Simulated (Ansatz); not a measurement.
# A computed series for hypothetical I4_132 B: carrier doping

The parent structure is B (space group I4_132, No. 214; a = 4.653 Å; a hypothetical phase, not in the database extracts checked).

Carriers are added at fixed cell with a uniform background; the Fermi–Dirac width is that of 300 K.

Calculations: plane-wave PAW DFT at the PBE level (Ansatz, a first-principles code, 420 eV), without spin-orbit coupling.

Notes on the quantities. Fermi level from band edge: Fermi level relative to the doped band's edge (positive inside the band; to 0.05 eV).

```json
[
 {"hole density (10^21 cm⁻³)": "1", "Fermi level from band edge (eV)": "0.10"},
 {"hole density (10^21 cm⁻³)": "1.5", "Fermi level from band edge (eV)": "?"},
 {"hole density (10^21 cm⁻³)": "2", "Fermi level from band edge (eV)": "0.20"},
 {"hole density (10^21 cm⁻³)": "10", "Fermi level from band edge (eV)": "0.55"}
]
```

### Question
Fit E_F = C n^s, fitted as a line in log–log form (a parabolic band gives s = 2/3) to the rows shown and predict the withheld row.

### Answer
Least squares on the printed values gives C = 0.11 eV, s = 0.72 (largest residual 0.02 eV); this predicts 0.15 eV, and the run gives 0.15 eV, in agreement.

Charged cell with a jellium background: band edges are those of the host's band count, energies are not comparable with the neutral cell, and many-body gap narrowing is missing. Whether these cells are dynamically stable was not tested.
